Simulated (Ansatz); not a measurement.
Al on the 1x1 (0001) surface of hcp Ru, one in a 2x1 cell, energies for each (12.8 Å²). Energies are against an atom of fcc Al, without zero-point or thermal terms; each row is named by its start.

Computed with PBE (plane waves to 420 eV, PAW; Ansatz, a program for electronic structure).

Model: 9-atom slab, 6.3 Å thick at the start under the adsorbate (thin: gaps and levels are the slab's own), 6x12x1 mesh, Fermi-Dirac 0.1 eV, dipole correction, 4 atoms held, the rest relaxed; each run with such symmetry as its start has; no spin, no spin-orbit, no U, no dispersion correction.

A negative adsorption energy means that the adsorbate is more stable on the surface than in its reference. Starts that drift may end in the same place. Heights count from the host atoms within 0.3 Å of the top one.

```tsv
starting site	E_ads (eV)	height (Å)	nearest host atom (Å)	bonded to	Δ work function (eV)	lateral drift (Å)
top Ru	-0.77	2.01	Ru 2.55	3 Ru	-0.66	1.6
hollow Ru-Ru-Ru	-0.74	2.03	Ru 2.56	3 Ru	-0.58	0.1
hollow Ru-Ru-Ru over Ru at depth 2.1 Å	-0.77	2.01	Ru 2.55	3 Ru	-0.66	0.1
bridge Ru-Ru (span 2.7 Å)	-0.77	2.01	Ru 2.55	3 Ru	-0.66	0.7
```
